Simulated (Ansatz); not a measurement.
## RuC (R-3m, No. 166, 4 atoms in the cell; start mp-999259): equilibrium lattice constant a by level of theory

No measured value is used here.

| level (code) | value (Å) |
|---|---|
| LDA (Ansatz) | 2.728 |
| PBE (Ansatz) | 2.775 |
| PBEsol (Ansatz) | 2.743 |
| PBE-D3(BJ) (Ansatz) | 2.754 |

LDA, PBE, PBEsol, PBE-D3(BJ): the run has no spin polarisation, so it can have missed a magnetic state. LDA, PBE, PBEsol, PBE-D3(BJ): the relaxation could not lower the start's symmetry, so the cell can be a saddle point above a distorted one. Ansatz's density-functional and Hartree–Fock values are scalar-relativistic unless marked +SOC, with PAW data made under PBE.

A start named mp-… is a Materials Project structure, which need not be a measured phase.

Ansatz is an electronic-structure program.
